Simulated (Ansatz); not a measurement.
## Amorphous Ga$_{24}$O$_{37}$Ca

A CHGNet melt-quench gave the starting glass, which DFT then relaxed. O atoms were pushed apart under 1.9 Å during the dynamics, to hinder bonds among them. The hot cell started wider than the set density and was brought back towards it in steps. It is the lowest in DFT energy of 2 quenches. It is a model cell: composition and starting density were chosen by hand, and all elements were melted together. No dispersion term was used.

Methods: PBE, scalar-relativistic without spin-orbit coupling (Ansatz, an electronic-structure program); r2SCAN, scalar-relativistic without spin-orbit coupling (Ansatz); HSE06, scalar-relativistic without spin-orbit coupling (Ansatz). Geometry, pressure, stress and energy are those of the PBE run. Its sampling: a 2×2×2 Γ-centred mesh; Fermi-Dirac width 0.02 eV; no spin polarisation. Other functionals are single points at the zone centre (r2SCAN at 500 eV; exact exchange cut at the cell's faces), free to take moments where seeds were set. At PBE the levels at the filled edge of the gap are localised (band-tail or defect states), and the nearest spread-out levels lie 1.9 eV apart at the zone centre.

```yaml
number_of_atoms_in_the_cell: 62
Density (held, not predicted): 4.94 g/cm³
volume_per_atom: 12.50 Å³
Pressure on a 2×2×2 Γ-centred mesh: -1.78 GPa
Largest force and stress component on that mesh (the relaxation ran on the zone centre alone): 0.06 eV/Å and 1.9 GPa
Energy relative to beta Ga2O3 + rock-salt CaO (lowest mix at this level among the phases computed, not always the ambient ones): 0.129 eV/atom
Level gap on a 2×2×2 Γ-centred mesh (PBE): 1.43 eV
Level gap at the zone centre (PBE): 1.42 eV
Level gap at the zone centre (r2SCAN): 1.96 eV
Level gap at the zone centre (HSE06): 3.10 eV
```

Bonds are counted up to Ga-Ga 2.68 Å, Ga-O 2.42 Å, Ga-Ca 3.28 Å, O-O 1.58 Å, O-Ca 2.90 Å, Ca-Ca 3.87 Å. Two cations that share two anions don't count as bonded, nor two that share one unless they lie closer than Ga-Ga 2.61 Å, Ga-Ca 3.19 Å, Ca-Ca 3.77 Å.

```yaml
Mean coordination of Ga by anions: 4.71 (10 with 4, 11 with 5, 3 with 6)
Mean coordination of O: 3.22 (29 with 3, 8 with 4)
Mean coordination of Ca by anions: 6.00 (1 with 6)
Mean Ga-O bond: 1.960 Å (spread 0.100 Å, 113 counted)
Mean O-Ca bond: 2.450 Å (spread 0.079 Å, 6 counted)
```

Its density started from a set value of 4.94 g/cm³. The simulated quench (nominally 280 K/ps over its main leg) is rapid and tends to freeze in more defects than a deposited or slowly cooled glass has. One small periodic cell is one sample of the glass; other quenches scatter about these values. The volume was held where the preparation left it and the shape relaxed, at a PBE pressure of -1.8 GPa (tension). Stress components on the final sampling reach 1.9 GPa.
